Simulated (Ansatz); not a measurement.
Band structure of NaCl (Fm-3m, 2 atoms in the cell).

```
NaCl
1.0
    0.00000     2.75076     2.75076
    2.75076     0.00000     2.75076
    2.75076     2.75076     0.00000
Na Cl
1 1
Direct
  0.00000   0.00000   0.00000
  0.50000   0.50000   0.50000
```

Method of the run: PBE (plane waves, PAW; Ansatz, a program for electronic structure).

Settings: basis.ecutwfc = 420 eV; kpoints.mp_grid.grid = 8 8 8; hamiltonian.xc = pbe; hamiltonian.pseudopotentials = {kind: paw} (the program's default PAW files); scf.occupations.method = fermi_dirac; scf.occupations.width = 0.02 eV; kpoints.band_path.npoints = 8.

The starting cell comes from a database of computed structures (which also holds hypothetical and non-ambient phases and stackings), without a prior relaxation at this level. Its lattice was rescaled by a random factor within 2.5 % of one.

Task: Predict the gap along the standard path and the places of the band edges.

Result: The gap along the path is 5.41 eV, direct at Γ to within 0.01 eV.

Levels in eV from the top of the valence band on the path, bands 5 to 11:
```tsv
point	5	6	7	8	9	10	11
Γ	-12.84	0.00	0.00	0.00	5.41	11.09	11.09
X	-12.37	-1.86	-0.67	-0.67	7.73	7.97	11.86
W	-12.34	-1.34	-1.34	-0.85	9.10	9.86	9.86
K	-12.35	-1.58	-1.26	-0.56	8.34	9.23	10.90
L	-12.42	-2.16	-0.31	-0.31	7.38	11.05	11.05
U	-12.35	-1.58	-1.26	-0.56	8.34	9.23	10.90
```

Keys are those of Ansatz 0.2.
